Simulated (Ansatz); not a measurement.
The starting structures come from a database of crystals and need not be the phases stable at ambient conditions.

Evanescent states of In2O3 (R-3c, corundum, 10 atoms a cell, 12.8 Å³ an atom) along the normal of (101)

Method: r2SCAN (plane waves, PAW; Ansatz, a program for electronic structure).

The gap is the functional's own. No spin-orbit coupling. Mid-gap values are those at the computed energy nearest the middle.

Energies count from the valence-band top; κ is the least over a 6×6 mesh across the current.

| E (eV) | κ (1/Å) | where |
|---|---|---|
| 0.05 | 0.090 | off Γ |
| 0.15 | 0.146 | off Γ |
| 0.25 | 0.181 | off Γ |
| 0.35 | 0.181 | Γ |
| 0.45 | 0.179 | Γ |
| 0.55 | 0.178 | Γ |
| 0.65 | 0.176 | Γ |
| 0.75 | 0.173 | Γ |
| 0.85 | 0.169 | Γ |
| 0.95 | 0.164 | Γ |
| 1.05 | 0.158 | Γ |
| 1.15 | 0.151 | Γ |
| 1.25 | 0.141 | Γ |
| 1.35 | 0.130 | Γ |
| 1.45 | 0.116 | Γ |
| 1.55 | 0.098 | Γ |
| 1.65 | 0.073 | Γ |
| 1.75 | 0.028 | Γ |

Problem. How thick must the barrier be to attenuate the transmission by 10^6 when the electrodes' Fermi level lies at 0.45 eV, and what attenuation does that film give at 1.25 eV?

Solution. d = 6 ln 10 / (2 × 0.179) = 38.6 Å. At 1.25 eV it gives 6 × 0.141/0.179 = 4.7 decades.
